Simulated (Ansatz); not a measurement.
Ansatz (a program for electronic structure) run on KMgF3 (Pm-3m, 5 atoms in the cell): dielectric-response calculation.

Computed with LDA (PW92), default PAW files made with PBE (plane waves; Ansatz).

```
CELL_PARAMETERS angstrom
      4.00995     0.00000     0.00000
      0.00000     4.00995     0.00000
      0.00000     0.00000     4.00995
ATOMIC_POSITIONS crystal
  K  0.00000 0.00000 0.00000
  Mg 0.50000 0.50000 0.50000
  F  0.50000 0.00000 0.50000
  F  0.00000 0.50000 0.50000
  F  0.50000 0.50000 0.00000
```

Reference input (self-consistent single point, DFT, LDA (PW92), plane waves, default PAW files made with PBE): basis.ecutwfc = 420 eV; kpoints.mp_grid.grid = 6 6 6; hamiltonian.xc = lda; hamiltonian.pseudopotentials = {kind: paw} (the program's default PAW files); scf.occupations.method = fermi_dirac; scf.occupations.width = 0.02 eV. This run's input differs from it in these lines:

Ansatz 0.2 input:
```diff
@@ -13,3 +13,3 @@
 basis:
-  ecutwfc: 420.0
+  ecutwfc: 545.0
 kpoints:
@@ -20,7 +20,4 @@
 scf:
-  occupations: { method: fermi_dirac, width: 0.02 }
-output:
-  forces: true
-  eigenvalues: true
-  stress: true
+  occupations: { method: fixed }
+dielectric: {}
```

The program printed (abridged):

```
SCF iter   1: F=—  HF=-5787.630553 eV  |F-HF|=—  |Δ(HF+E_count)|=         —  Δρ=1.95e-2  dr2=1.74e-1  ethr=1.77e-3  ⟨swp⟩=4.3  Hψ=4223  notcnv=0  defer=64
all-band conjugate gradients solve this SCF's bands
preconditioner: auto → Resta (q_TF=auto, 2.520 Å⁻¹)
SCF iter   2: F=—  HF=-5787.576582 eV  |F-HF|=—  |Δ(HF+E_count)|=   5.40e-2  Δρ=5.71e-3  dr2=6.16e-3  ethr=4.35e-4  ⟨swp⟩=2.0  Hψ=1886  notcnv=0  defer=106
   [... lines left out ...]
SCF iter   6: F=—  HF=-5787.573613 eV  |F-HF|=—  |Δ(HF+E_count)|=   9.86e-7  Δρ=2.01e-5  dr2=2.05e-7  ethr=3.59e-8  ⟨swp⟩=3.0  Hψ=1752  notcnv=0  defer=40
SCF iter   7: F=—  HF=-5787.573614 eV  |F-HF|=—  |Δ(HF+E_count)|=   7.76e-7  Δρ=2.23e-6  dr2=3.80e-9  ethr=5.12e-10  ⟨swp⟩=2.9  Hψ=1707  notcnv=0  defer=40
SCF iter   8: F=—  HF=-5787.573614 eV  |F-HF|=—  |Δ(HF+E_count)|=  4.27e-10  Δρ=4.33e-7  dr2=1.68e-10  ethr=9.49e-12  ⟨swp⟩=2.1  Hψ=1412  notcnv=0  defer=40
SCF iter   9: F=-5787.573614 eV  HF=-5787.573614 eV  |F-HF|=1.82e-12  |Δ(HF+E_count)|=  4.18e-11  Δρ=4.79e-8  dr2=1.78e-12  ethr=1.00e-12  ⟨swp⟩=8.0  Hψ=4000  notcnv=0
SCF 1 converged in 9 iterations: F = -5787.573614 eV  dr2 = 1.78e-12
DFPT response loops at Γ: preconditioner auto → none (the input reference at scf.mixing.eps_inf says where Resta's filter doesn't serve); β = 0.50 …
Free energy (F): -5787.573614 eV
Internal energy: -5787.573614 eV  (E = F + TS)
E sigma→0 (E₀):  -5787.573614 eV
Fermi energy:    2.254980 eV
--- Dielectric response (ions clamped): 1 representative field direction + reference, on 40 of 216 k-points (Σ response iterations 7) ---
  k mesh reduced under 8 symmetry operations, with k and −k counted as one. Each operation leaves every solved perturbation unchanged …
  ε∞ (high-frequency dielectric tensor):
        2.124155    -0.000000    -0.000000
   [... lines left out ...]
         0.00000   -0.95617    0.00000
         0.00000    0.00000   -0.95617
    site 4:
        -0.95617    0.00000   -0.00000
         0.00000   -0.95617    0.00000
         0.00000    0.00000   -1.28275
  Z* charge neutrality: 4.281e-5 e pre-enforcement
  k-mesh period / interband length: 24.1 Å / 0.88 Å = 27.34 at k = (0.0000, 0.0000, 0.0000), direct gap 7.173 eV — 14 or more, which is no proof of convergence
```

The run converged in 9 iterations. 

Summary of the result:
- Free energy E − TS (on the zero of these files) = -5787.5736 eV
- Top of the valence band (on the code's own zero) = 2.25 eV
- Gap on the k-point mesh = 6.85 eV
- ε∞ at this k-point mesh, which may be far from converged in small-gap cells (xx, yy, zz) = 2.12, 2.12, 2.12
- Born charges at this mesh (mean of the diagonal, e) = K 1.19, Mg 2.01, F -1.07, F -1.07, F -1.07

The starting cell has typed, rounded lattice constants, without a prior relaxation at this level. Its lattice was rescaled by up to half a per cent.
